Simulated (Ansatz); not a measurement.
We consider C11b WSi₂, described by RPBE in Ansatz (PAW).

Run with plane-wave cutoff 520 eV, 24×24×24 k mesh, Fermi–Dirac smearing 0.05 eV, no spin polarisation, scalar-relativistic PAW data made under PBE.

Energies at three volumes about the minimum:

```json
[
 {"V (Å³/atom)": "13.565", "E − E_lowest (meV/atom)": "3.79"},
 {"V (Å³/atom)": "13.842", "E − E_lowest (meV/atom)": "0.00"},
 {"V (Å³/atom)": "14.118", "E − E_lowest (meV/atom)": "3.50"}
]
```

**Question.** Fit a parabola by hand: where is the minimum, and what is the bulk modulus?

**Answer.** Slopes: (0.00 − 3.79)/(13.842 − 13.565) = -13.682 and (3.50 − 0.00)/(14.118 − 13.842) = 12.681 meV/Å³. Curvature E″ = 2 × (12.681 − (-13.682))/(14.118 − 13.565) = 95.345 meV/Å⁶. From the middle of the first interval, the slope vanishes at V0 = 13.7035 − (-13.682)/95.345 = 13.847 Å³/atom. B = V0 E″ = 13.847 × 95.345 meV/Å³ × 0.1602 GPa per meV/Å³ = 212 GPa. The full Birch–Murnaghan fit to all volumes gives V0 = 13.842 Å³/atom and B0 = 211 GPa.

Shape and atoms are relaxed at each volume.

Note: the bulk modulus comes from volumes at which shape and atoms were relaxed.

Ansatz is a program for electronic structure.
